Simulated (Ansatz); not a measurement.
The starting structures come from a database of crystals and need not be the phases stable at ambient conditions.

Crystal: K3H5Pt (P4/mbm, not sure to be the ambient phase, 18 atoms a cell, 16.7 Å³ an atom); planes in its conventional cell.

These are r2SCAN (plane waves, PAW; Ansatz, a first-principles code) values and carry that method's errors.

No gap correction and no spin-orbit coupling; mid-gap values are interpolated between computed energies.

| plane | area of the cell (Å²) | mid-gap κ (1/Å) | largest κ in the gap (1/Å) |
|---|---|---|---|
| (001) | 52.8 | 0.43 | 0.43 |
| (110) | 58.4 | … | … |
| (100) | 41.3 | … | … |

Q: The slowest decay depends on the direction. Supply the withheld values.

A: 
- (110), mid-gap κ (1/Å): 0.36
- (110), largest κ in the gap (1/Å): 0.38
- (100), mid-gap κ (1/Å): 0.39
- (100), largest κ in the gap (1/Å): 0.39
